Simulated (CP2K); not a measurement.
# Worked example: self-consistent single point of HgTe (P3_221, 6 atoms in the cell) in CP2K

Computed with PBEsol, GPW, TZVP-MOLOPT-SR-GTH basis, GTH-PBE potentials (GTH_POTENTIALS) (CP2K 2026.2).

Input:

```
&GLOBAL
  PROJECT bulk
  RUN_TYPE ENERGY_FORCE
  PRINT_LEVEL MEDIUM
&END GLOBAL
&FORCE_EVAL
  METHOD Quickstep
  STRESS_TENSOR ANALYTICAL
  &DFT
    BASIS_SET_FILE_NAME BASIS_MOLOPT_UCL
    POTENTIAL_FILE_NAME GTH_POTENTIALS
    &QS
      METHOD GPW
      EPS_DEFAULT 1E-10
    &END QS
    &MGRID
      CUTOFF 500
      REL_CUTOFF 50
      NGRIDS 5
    &END MGRID
    &SCF
      SCF_GUESS ATOMIC
      EPS_SCF 1E-7
      MAX_SCF 100
      ADDED_MOS 10
      &DIAGONALIZATION
        ALGORITHM STANDARD
      &END DIAGONALIZATION
      &MIXING
        METHOD BROYDEN_MIXING
        ALPHA 0.3
        NBUFFER 8
        BETA 1.5
      &END MIXING
      &SMEAR ON
        METHOD FERMI_DIRAC
        ELECTRONIC_TEMPERATURE [K] 116.05
      &END SMEAR
    &END SCF
    &KPOINTS
      SCHEME MONKHORST-PACK 5 5 2
      GAMMA_CENTERED T
    &END KPOINTS
    &XC
      &XC_FUNCTIONAL
        &PBE
          PARAMETRIZATION PBESOL
        &END PBE
      &END XC_FUNCTIONAL
    &END XC
    &PRINT
      &MO
        EIGENVALUES T
        OCCUPATION_NUMBERS T
        NDIGITS 8
        FILENAME mo
        &EACH
          QS_SCF 0
        &END EACH
        ADD_LAST NUMERIC
      &END MO
      &MULLIKEN ON
      &END MULLIKEN
    &END PRINT
  &END DFT
  &SUBSYS
    &CELL
      ABC 4.58272800 4.58272812 10.22898200
      ALPHA_BETA_GAMMA 90.00000000 90.00000000 119.99999917
      PERIODIC XYZ
    &END CELL
    &COORD
      SCALED
      Hg       0.68832000     0.68832000     0.00000000
      Hg       0.31168000     0.00000000     0.66666700
      Hg       0.00000000     0.31168000     0.33333300
      Te       0.51372000     0.51372000     0.50000000
      Te       0.48628000     0.00000000     0.16666700
      Te       0.00000000     0.48628000     0.83333300
    &END COORD
    &KIND Hg
      BASIS_SET TZVP-MOLOPT-SR-GTH
      POTENTIAL GTH-PBE-q12
    &END KIND
    &KIND Te
      BASIS_SET TZVP-MOLOPT-SR-GTH
      POTENTIAL GTH-PBE-q6
    &END KIND
  &END SUBSYS
  &PRINT
    &FORCES ON
    &END FORCES
    &STRESS_TENSOR ON
    &END STRESS_TENSOR
  &END PRINT
&END FORCE_EVAL
```

Output (repeated stretches shortened):

```
 GLOBAL| Method name                                                        CP2K
 GLOBAL| Project name                                                       bulk
 GLOBAL| Run type                                                   ENERGY_FORCE

 CELL| Volume [angstrom^3]:                                           186.042096
 CELL| Vector a [angstrom]:       4.583     0.000     0.000   |a| =     4.582728
 CELL| Vector b [angstrom]:      -2.291     3.969     0.000   |b| =     4.582728
 CELL| Vector c [angstrom]:       0.000     0.000    10.229   |c| =    10.228982
 CELL| Angle (b,c), alpha [degree]:                                    90.000000
 CELL| Angle (a,c), beta  [degree]:                                    90.000000
 CELL| Angle (a,b), gamma [degree]:                                   119.999999
 CELL| Numerically orthorhombic:                                              NO
 CELL| Periodicity                                                           XYZ

 DFT| Spin restricted Kohn-Sham (RKS) calculation                            RKS
 DFT| Multiplicity                                                             1
 DFT| Number of spin states                                                    1
 DFT| Charge                                                                   0
 DFT| XC density smoothing                                                  NONE
 DFT| XC derivatives                                                          PW

 QS| Method:                                                                 GPW
 QS| Density plane wave grid type                        NON-SPHERICAL FULLSPACE
 QS| Number of grid levels:                                                    5
 QS| Density cutoff [a.u.]:                                                250.0
 QS| Multi grid cutoff [a.u.]: 1) grid level                               250.0
   [... lines left out ...]
 BRILLOUIN| Wavefunction type                                            COMPLEX
 BRILLOUIN| List of Kpoints [2 Pi/Bohr]                                       26
 BRILLOUIN| Number           Weight            X              Y              Z
 BRILLOUIN|     1           0.04000       -0.40000       -0.40000        0.00000
 BRILLOUIN|     2           0.04000       -0.40000       -0.40000        0.50000
 BRILLOUIN|     3           0.04000       -0.40000       -0.20000        0.00000
   [... 23 lines left out ...]
 *******************************************************************************

 Extrapolation method: initial_guess

 Re-scaling the density matrix to get the right number of electrons
                  # Electrons              Trace(P)               Scaling factor
                           54                54.000                        1.000

 Number of electrons:                                                         54
 Number of occupied orbitals:                                                 27
 Number of molecular orbitals:                                                37

 Number of orbital functions:                                                153
 Number of independent orbital functions:                                    153
 SCF WAVEFUNCTION OPTIMIZATION

  Step     Update method      Time    Convergence         Total energy    Change
     1 NoMix/Diag. 0.30E+00      -     1.35190815      -147.9448444136 -1.48E+02
     2 Broy./Diag. 0.30E+00      -     0.03572710      -149.6550976469 -1.71E+00
     3 Broy./Diag. 0.30E+00      -     0.10510137      -148.5581473945  1.10E+00
     4 Broy./Diag. 0.30E+00      -     0.02368058      -147.6211889007  9.37E-01
     5 Broy./Diag. 0.30E+00      -     0.00937640      -147.6220430984 -8.54E-04
     6 Broy./Diag. 0.30E+00      -     0.00200073      -147.6615863750 -3.95E-02
     7 Broy./Diag. 0.30E+00      -     0.00191533      -147.6520683692  9.52E-03
   [... 8 lines left out ...]
    16 Broy./Diag. 0.30E+00      -     0.00000085      -147.6168790902  2.30E-06
    17 Broy./Diag. 0.30E+00      -     0.00000045      -147.6168799867 -8.97E-07
    18 Broy./Diag. 0.30E+00      -     0.00000027      -147.6168800458 -5.90E-08
    19 Broy./Diag. 0.30E+00      -     0.00000012      -147.6168789470  1.10E-06
    20 Broy./Diag. 0.30E+00      -     0.00000005      -147.6168776322  1.31E-06
  *** SCF run converged in    20 steps ***

  Electronic density on regular grids:        -53.9999999985        0.0000000015
  Core density on regular grids:               53.9999999901       -0.0000000099
  Total charge density on r-space grids:       -0.0000000084
  Total charge density g-space grids:          -0.0000000084

  Overlap energy of the core charge distribution:               0.00000003975802
  Self energy of the core charge distribution:               -266.78291886569423
  Core Hamiltonian energy:                                     76.14437163278915
  Hartree energy:                                              66.01063916441834
  Exchange-correlation energy:                                -22.98896960343557
  Electronic entropic energy:                                  -0.00000000000000
  Fermi energy:                                                 0.19176151698170

  Total energy:                                              -147.61687763216432
  Total energy (extrapolated to T->0):                       -147.61687763216432

                     Mulliken Population Analysis

 #  Atom  Element  Kind  Atomic population                           Net charge
       1     Hg       1         11.987315                              0.012685
       2     Hg       1         11.987309                              0.012691
       3     Hg       1         11.987313                              0.012687
       4     Te       2          6.012692                             -0.012692
       5     Te       2          6.012676                             -0.012676
       6     Te       2          6.012695                             -0.012695
 # Total charge                             54.000000                  0.000000

 ENERGY| Total FORCE_EVAL ( QS ) energy [hartree]           -147.616877220167794

 FORCES| Atomic forces [hartree/bohr]
 FORCES|   Atom     x               y               z               |f|
 FORCES|      1 -1.21373292E-03 -2.10216571E-03 -7.04696192E-08   2.42739537E-03
 FORCES|      2  2.42672564E-03  1.14364817E-06 -2.45043469E-06   2.42672714E-03
 FORCES|      3 -1.21238877E-03  2.10233984E-03  2.35092413E-06   2.42687554E-03
 FORCES|      4  6.91318897E-03  1.19739482E-02  5.19044182E-08   1.38263378E-02
 FORCES|      5 -1.38268870E-02 -5.00323587E-07 -6.11106313E-07   1.38268870E-02
 FORCES|      6  6.91310505E-03 -1.19747465E-02  7.29054198E-07   1.38269872E-02
 FORCES| Sum     1.09698732E-08  1.91604108E-08 -1.27877852E-10
 FORCES| Total atomic force                                       2.20788544E-08

 STRESS| Analytical stress tensor [bar]
 STRESS|                        x                   y                   z
 STRESS|      x        2.10183859476E+04   5.68949379475E-01   3.90693950370E-01
 STRESS|      y        5.68949379475E-01   2.10192840930E+04  -1.79588014597E-01
 STRESS|      z        3.90693950370E-01  -1.79588014597E-01   2.76580707490E+04
 STRESS| 1/3 Trace                                             2.32319135965E+04
```

The run converged in 20 iterations.

The starting cell comes from a database of computed structures (which also holds hypothetical and non-ambient phases and stackings), without a prior relaxation at this level. Its lattice was rescaled by a random factor within 2.5 % of one. Values carry the incompleteness of an atom-centred basis. The potentials were made for another functional than the one used.

Cost on one core of a shared machine: roughly 50 s.
